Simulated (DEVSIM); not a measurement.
Device: abrupt InP p-n junction, at 250 K.

Layer 1 from the left is InP, thickness (μm) 7.30, Na (cm⁻³) 7.3e17, τn (s) 5.4e-9, τp (s) 5.4e-9. Layer 2 from the left is InP, thickness (μm) 89.0, Nd (cm⁻³) 1e17, τn (s) 5.4e-9, τp (s) 5.4e-9.

Left contact: ohmic. Right contact: ohmic. Voltage is applied to the left contact. Recombination: SRH at mid-gap, radiative. Mobility is μmin + (μ − μmin)/(1 + (N/Nref)^α).

This is a model device: material constants are rounded textbook-type values typed into the input, and sizes, dopings and lifetimes were drawn at random. Values at 300 K; Nc and Nv go as T^1.5, mobilities as T to minus their exponent, the gap by Varshni's rule with the affinity fixed.

InP: gap (eV) 1.344, affinity (eV) 4.38, permittivity 12.5, Nc (cm⁻³) 5.7e17, Nv (cm⁻³) 1.1e19, μn (cm²/Vs) 5200, μp (cm²/Vs) 170, μn,min 400, μp,min 10, Nref,n 3e17, Nref,p 4.9e17, αn 0.47, αp 0.62, T exponent of μn 2, T exponent of μp 2, B (cm³/s) 1.2e-10, Varshni α (eV/K) 0.000363, Varshni β (K) 162.

DEVSIM, 1D drift-diffusion, Boltzmann statistics, complete ionisation; no tunnelling, impact ionisation, image-force lowering or self-heating.

Dark forward current:

```csv
|V| (V),|J| (A/cm²)
0.05,7.114e-13
0.10,2.864e-12
0.15,9.812e-12
0.20,3.256e-11
0.25,1.073e-10
0.30,3.521e-10
0.35,1.157e-9
0.40,3.811e-9
0.45,1.257e-8
0.50,4.157e-8
0.55,1.379e-7
0.60,4.587e-7
0.65,1.533e-6
0.70,5.152e-6
0.75,1.749e-5
0.80,6.045e-5
0.85,0.0002177
0.90,0.0008593
0.95,0.004073
1.00,0.02511
1.05,0.1970
1.10,1.768
1.15,15.47
1.20,89.28
1.25,263.2
1.30,509.5
```

Q: Work out the local ideality factor n = ΔV / (kT/q · ln(J2/J1)) between the rows 0.10 and 0.15 V, 1.05 and 1.10 V, 1.25 and 1.30 V.

A: kT/q = 21.54 mV. From 0.10 to 0.15 V: ln(9.812e-12/2.864e-12) = 1.231, n = 1.89, near the 2 of recombination in the depletion region. From 1.05 to 1.10 V: ln(1.768/0.1970) = 2.194, n = 1.06, near the 1 of diffusion or emission over a barrier. From 1.25 to 1.30 V: ln(509.5/263.2) = 0.661, n = 3.51; the layers' resistance at their doping, Σ W/(qμN) = 0.00017 Ω cm², would take 41 mV of this step of 50 mV.

Q: Estimate the current at 1.05 V from the Shockley equation with J0 = Σ q ni² D/(N L) coth(W/L), τ joining the SRH, radiative and Auger lifetimes that are on, and W taken as the whole layer.

A: ni² = 1.40e9 cm⁻⁶; electrons in the p layer: μ = 3320 cm²/Vs, D = 71.5 cm²/s, τ = 3.67e-9 s, L = 5.12 μm, W/L = 1.4, term 4.82e-23 A/cm²; holes in the n layer: μ = 182 cm²/Vs, D = 3.92 cm²/s, τ = 5.07e-9 s, L = 1.41 μm, W/L = 63, term 6.24e-23 A/cm². J0 = 1.11e-22 A/cm², and J = J0 exp(qV/kT) = 0.164 A/cm². The simulation gives 0.197 A/cm²; the estimate lies 17 % below. The estimate leaves out recombination in the depletion region and that region's share of W.
